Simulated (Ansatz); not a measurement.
# CaO under load (space group Fm-3m): band-edge transport data

Consider the following.

```xyz
2
Lattice="0.0000 2.3107 2.3107 2.3107 0.0000 2.3107 2.3107 2.3107 0.0000" Properties=species:S:1:pos:R:3 pbc="T T T"
Ca     0.0000     0.0000     0.0000
O      2.3107     2.3107     2.3107
```

Level of theory: PBE, rigid bands (plane waves, PAW, scalar-relativistic; Ansatz, a quantum-chemistry and plane-wave program). Condition of this run: hydrostatic pressure of 13.2 GPa (compression positive) (the target of the relaxation). How the cell was made: cell and atoms relaxed with PBEsol, then loaded as said.

The band gap comes out as 3.59 eV and the electron conductivity mass (300 K, dilute) is 0.53 mₑ. The hole conductivity mass (300 K, dilute) is 1.22 mₑ. The effective density of states N_c (300 K) is 3.6e19 cm⁻³ and the effective density of states N_v (300 K) is 1.5e20 cm⁻³. The density-of-states mass, electrons is 1.28 mₑ, the density-of-states mass, holes comes out as 3.2 mₑ and the Seebeck coefficient, n-type 1e19 cm⁻³, 300 K is -327 μV/K. The best n-type power factor at 300 K for τ = 10 fs (best axis; densities from 1e16 to 1e21 cm⁻³ tried, whether or not they can be reached) is 11.2 μW/(cm·K²) at 1e20 cm⁻³ and the Seebeck coefficient, p-type 1e19 cm⁻³, 300 K comes out as 445 μV/K.

Rigid bands; masses and Seebeck coefficients take one relaxation time τ for all states and one kind of carrier; polarons and phonon drag are left out. Spin-orbit coupling is left out; where it splits the top of the valence band, N_v and the p-type Seebeck coefficient come out somewhat high without it. Geometry: cell and atoms relaxed with PBEsol.
